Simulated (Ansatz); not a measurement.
Base system: ZnCu₂SnS₄ (space group I-4, No. 82; a = 5.414 Å, c = 10.822 Å). Axes: x, y, z lie along a, b, c of the conventional cell.

All numbers come from r2SCAN (Ansatz, a program for electronic structure, PAW, no spin-orbit coupling).

Before the change:

* **Gap character**: direct at Γ
* **Band gap**: 0.47 eV

It is then changed as follows: tensile biaxial strain of 0.88 % in the plane normal to [001], as in epitaxy on a mismatched substrate; the out-of-plane cell vector and the atoms relax.

Q: Predict the new gap character.

A: The gap character is still direct at Γ.

Q: What happens to the band gap?

A: The band gap drops by 0.04 eV, from 0.47 eV to 0.43 eV.

Q: What happens to the energy relative to the base?

A: The energy goes up by 0.8 meV/atom.

Q: Estimate the effect on the out-of-plane strain.

A: The out-of-plane strain comes out as -1.09 %.

No phonon test of stability was made. The final runs are not spin-polarised.
